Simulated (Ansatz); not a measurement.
Input and output of a relaxation of the atoms for Sn2Ir (I4mm, 3 atoms in the cell) (Ansatz, a first-principles code).

Level of theory: LDA (PW92), default PAW files made with PBE (plane waves; Ansatz).

The change in words: one atom moved by 0.15 angstrom; relax: default → atoms; relax.f_tol: default → 0.002 eV/Å. Reference geometry:
```
Sn2Ir
1.0
    0.00000     3.19308     3.19308
    3.19308     0.00000     3.19308
    3.19308     3.19308     0.00000
Sn Ir
2 1
Direct
  0.75000   0.75000   0.75000
  0.25000   0.25000   0.25000
  0.00000   0.00000   0.00000
```

Reference input (self-consistent single point, DFT, LDA (PW92), plane waves, default PAW files made with PBE): basis.ecutwfc = 30.9 Ry; kpoints.mp_grid.grid = 9 9 9; hamiltonian.xc = lda; hamiltonian.pseudopotentials = {kind: paw} (the program's default PAW files); scf.occupations.method = gaussian; scf.occupations.width = 0.0073 Ry. This run's input differs from it in these lines:

Ansatz 0.2 input:
```diff
@@ -9,3 +9,3 @@
     - { symbol: Sn, position: [0.25000000, 0.25000000, 0.25000000] }
-    - { symbol: Ir, position: [0.00000000, 0.00000000, 0.00000000] }
+    - { symbol: Ir, position: [0.02348800, 0.02348800, -0.02348800] }
 basis:
@@ -23,2 +23,4 @@
     width: 0.0073 Ry
+relax:
+  f_tol: 0.002
 output:
```

Output, abridged:

```
   [... SCF lines of the steps left out ...]
relax step   1: F+E_penalty+E_count = -23423.23519329 eV  Δ(F+E_penalty+E_count) = +0.000e0 eV  max|allowed force component| = 1.061e0 eV/Å  Δτ_max = 0.0000 Å  (6 SCF iters, dr2 threshold 1.00e-7 eV, accepted)
relax step   2: F+E_penalty+E_count = -23423.30377703 eV  Δ(F+E_penalty+E_count) = -6.858e-2 eV  max|allowed force component| = 3.784e-1 eV/Å  Δτ_max = 0.1362 Å  (7 SCF iters, dr2 threshold 7.03e-5 eV, accepted)
relax step   3: F+E_penalty+E_count = -23423.31405056 eV  Δ(F+E_penalty+E_count) = -1.027e-2 eV  max|allowed force component| = 3.175e-3 eV/Å  Δτ_max = 0.0359 Å  (6 SCF iters, dr2 threshold 8.95e-6 eV, accepted)
relax step   4: F+E_penalty+E_count = -23423.31405058 eV  Δ(F+E_penalty+E_count) = -2.150e-8 eV  max|allowed force component| = 3.150e-3 eV/Å  Δτ_max = 0.0000 Å  (4 SCF iters, accepted)
relax step   5: F+E_penalty+E_count = -23423.31405130 eV  Δ(F+E_penalty+E_count) = -7.149e-7 eV  max|allowed force component| = 3.191e-5 eV/Å  Δτ_max = 0.0003 Å  (4 SCF iters, accepted)
the relaxation is at rest under the 8 symmetry operations that the run kept from its start: a minimum is not shown …
Stability not checked: this state was not tested for a lower state beside it, because too few of the mixer's solves of this state at the end of the SCF gave a …
Free energy (F): -23423.314051 eV
Internal energy: -23423.310165 eV  (E = F + TS)
E sigma→0 (E₀):  -23423.312108 eV
Entropy (-TS):   -0.003887 eV (-1.296 meV/atom)
Fermi energy:    13.984887 eV
--- Forces (eV/Å), atoms counted from 1 ---
  atom   1  Sn     0.00000000     0.00000000    -0.00000960
   [... lines left out ...]
  F+E_penalty+E_count = -23423.31405130 eV   max|allowed force component| = 3.191e-5 eV/Å
  atoms:
    - { symbol: Sn, position: [0.7578294168489503, 0.7578294168489503, 0.7421705831510499] }
    - { symbol: Sn, position: [0.25782941684895033, 0.25782941684895033, 0.24217058315104967] }
    - { symbol: Ir, position: [0.00782916630209934, 0.00782916630209934, -0.00782916630209934] }
```

The run converged. 

Summary of the result:
- Free energy E − TS (on the zero of these files): -23423.3141 eV
- Fermi level (on the code's own zero): 13.98 eV
- Pressure: -4.87 GPa
- Relaxation steps: 5

The starting cell comes from a database of computed structures (which also holds hypothetical and non-ambient phases and stackings), without a prior relaxation at this level. Its lattice was rescaled by up to half a per cent. For this run, on top of that: one atom moved by 0.15 angstrom. Spin polarisation is off. The relaxation keeps the symmetry of its start, so its end need not be a minimum. Ansatz's pressure includes its estimate of the finite-basis (Pulay) stress.

Cost on one core of a shared machine: roughly 60 s.
